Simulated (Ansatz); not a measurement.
The parent structure is Bi2Te3 in the Bi2Te3 type structure (space group R-3m, No. 166; a = 4.387 Å, c = 30.286 Å (hexagonal axes)).

Structures relaxed with PBE-D3(BJ) (Ansatz, a quantum-chemistry and plane-wave program, PAW, no spin-orbit coupling).

Base:

Simulated powder pattern, Cu Kα, λ = 1.54184 Å (kinematic, ideal powder, no thermal factors, no anomalous dispersion; the 8 strongest lines at most, above 2 %, up to 2θ = 90°):

```tsv
2θ (°)	I/Imax (%)	hkl
27.72	100	(015)
37.99	40	(1 0 10)
41.15	36	(110)
50.34	20	(205)
57.25	12	(0 2 10)
62.52	17	(1 1 15)
66.97	17	(125)
72.90	12	(2 1 10)
```

It is then changed as follows: full substitution Te → Sb, then cell and atoms are relaxed.

### Question
Predict the new powder pattern.

### Answer

Simulated powder pattern, Cu Kα, λ = 1.54184 Å (kinematic, ideal powder, no thermal factors, no anomalous dispersion; the 8 strongest lines at most, above 2 %, up to 2θ = 90°):

```json
[
 {"2θ (°)": "28.49", "d (Å)": "3.132", "I/Imax (%)": "100", "hkl": "(015)"},
 {"2θ (°)": "40.64", "d (Å)": "2.220", "I/Imax (%)": "39", "hkl": "(1 0 10)"},
 {"2θ (°)": "40.83", "d (Å)": "2.210", "I/Imax (%)": "38", "hkl": "(110)"},
 {"2θ (°)": "50.54", "d (Å)": "1.806", "I/Imax (%)": "21", "hkl": "(205)"},
 {"2θ (°)": "58.97", "d (Å)": "1.566", "I/Imax (%)": "13", "hkl": "(0 2 10)"},
 {"2θ (°)": "66.64", "d (Å)": "1.403", "I/Imax (%)": "18", "hkl": "(1 1 15)"},
 {"2θ (°)": "66.92", "d (Å)": "1.398", "I/Imax (%)": "18", "hkl": "(125)"},
 {"2θ (°)": "74.21", "d (Å)": "1.278", "I/Imax (%)": "13", "hkl": "(2 1 10)"}
]
```

The indices refer to each structure's own conventional cell; one index is shown for lines that coincide.

Stability against distortions was not tested. As relaxed here, Bi2Sb3 is a hypothetical phase, not in the database extracts checked. The final runs are not spin-polarised. An odd electron count without spin: Bi2Sb3.
